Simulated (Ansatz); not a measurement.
## Computed paths: O vacancy in beta Ga2O3, charge state +2

Defect migration in beta Ga2O3: O vacancy, charge state +2. The numbers are results of PBE, PAW (plane waves to 420 eV; Ansatz, a first-principles code), not measurements.

120-site cell at the relaxed PBE lattice, the Γ point alone, smearing 0.01 eV, spin-restricted, no finite-size correction. Energies are static. The charge state is imposed; whether it is stable for some Fermi level was not computed. Forms of the defect that were not tried may lie lower.

Barriers: single points on a 2×2×2 k-point mesh shifted by half a step at the bands' geometries (they differ from the bands' own by up to 0.05 eV, and are uncertain by about as much).

```json
[
 {"Route": "a nearby O atom hops onto the vacant site (strongly reconstructed ends)", "Start site over the lowest site run (eV)": "0.15", "Hop (Å)": "2.40", "Forward barrier (eV)": "1.49", "Backward barrier (eV)": "1.64", "Neighbours at the start": "Ga at 1.94, 2 Ga at 2.02, Ga at 2.17 Å", "Neighbours at the saddle": "2 Ga at 1.77 Å", "Saddle order": "not checked, on a symmetry element", "Forward, on the band's own sampling (eV)": "1.44"},
 {"Route": "a nearby O atom hops onto the vacant site (strongly reconstructed ends)", "Start site over the lowest site run (eV)": "0.15", "Hop (Å)": "2.74", "Forward barrier (eV)": "1.54", "Backward barrier (eV)": "1.69", "Neighbours at the start": "Ga at 1.91, Ga at 1.99, Ga at 2.08, Ga at 2.25 Å", "Neighbours at the saddle": "Ga at 1.87, Ga at 2.01 Å", "Saddle order": "not checked", "Forward, on the band's own sampling (eV)": "1.54"},
 {"Route": "a nearby O atom hops onto the vacant site (strongly reconstructed ends)", "Start site over the lowest site run (eV)": "0.15", "Hop (Å)": "3.02", "Forward barrier (eV)": "1.56", "Backward barrier (eV)": "0.77", "Neighbours at the start": "Ga at 1.82, Ga at 1.87, Ga at 2.00 Å", "Neighbours at the saddle": "Ga at 1.73, Ga at 1.92 Å", "Saddle order": "not checked", "Forward, on the band's own sampling (eV)": "1.54"},
 {"Route": "a nearby O atom hops onto the vacant site (strongly reconstructed ends)", "Start site over the lowest site run (eV)": "0.00", "Hop (Å)": "3.02", "Forward barrier (eV)": "1.81", "Backward barrier (eV)": "0.87", "Neighbours at the start": "Ga at 1.83, Ga at 1.85, Ga at 1.98 Å", "Neighbours at the saddle": "Ga at 1.81, Ga at 2.05 Å", "Saddle order": "not checked", "Forward, on the band's own sampling (eV)": "1.81"},
 {"Route": "a nearby O atom hops onto the vacant site (strongly reconstructed ends)", "Start site over the lowest site run (eV)": "0.15", "Hop (Å)": "2.71", "Forward barrier (eV)": "1.67", "Backward barrier (eV)": "0.88", "Neighbours at the start": "Ga at 1.87, Ga at 1.89, Ga at 1.92 Å", "Neighbours at the saddle": "Ga at 1.84, Ga at 1.89 Å", "Saddle order": "not checked", "Forward, on the band's own sampling (eV)": "1.63"},
 {"Route": "a nearby O atom hops onto the vacant site (strongly reconstructed ends)", "Start site over the lowest site run (eV)": "0.00", "Hop (Å)": "2.87", "Forward barrier (eV)": "1.92", "Backward barrier (eV)": "0.98", "Neighbours at the start": "2 Ga at 1.87, Ga at 1.94 Å", "Neighbours at the saddle": "Ga at 1.86, Ga at 1.89, Ga at 2.36 Å", "Saddle order": "not checked", "Forward, on the band's own sampling (eV)": "1.91"}
]
```

Paths come from CI-NEB runs. Of the routes that converged and passed our checks, the lowest saddle point lies 1.64 eV above the lowest of the sites run (a nearby O atom hops onto the vacant site (strongly reconstructed ends)); other sites, such as split forms, and other routes may lie lower. A band can be held on a symmetry element, so unchecked saddle points there may be too high.

The whole set of runs took very roughly 8 core-hours.
